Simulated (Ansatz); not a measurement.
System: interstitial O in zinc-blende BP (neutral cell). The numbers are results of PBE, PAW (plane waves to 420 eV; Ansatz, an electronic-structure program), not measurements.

64-site cell at the relaxed PBE lattice, a 2×2×2 k-point mesh shifted by half a step, smearing 0.01 eV, spin-restricted, no finite-size correction. No zero-point or tunnelling terms. The charge state is imposed; whether it is stable for some Fermi level was not computed. Sites that were not tried may lie lower.

Barriers: single points on a 3×3×3 k-point mesh shifted by half a step at the bands' geometries.

The step: several atoms move together, O the farthest; the atom moves 1.11 Å along (-0.17, 0.17, 0.00) of the unit cell; the moving atom starts with neighbours B at 1.40; P at 1.55 Å and ends with B at 1.40; P at 1.55 Å.

**Question.** Give the migration barrier of this step at the level PBE, PAW.

**Answer.** 2.28 eV, the same both ways. At the saddle the moving atom has neighbours 2 B at 1.59; P at 1.64 Å. The saddle point's order was not checked, and it lies on a symmetry element of the cell, where a band can be held.
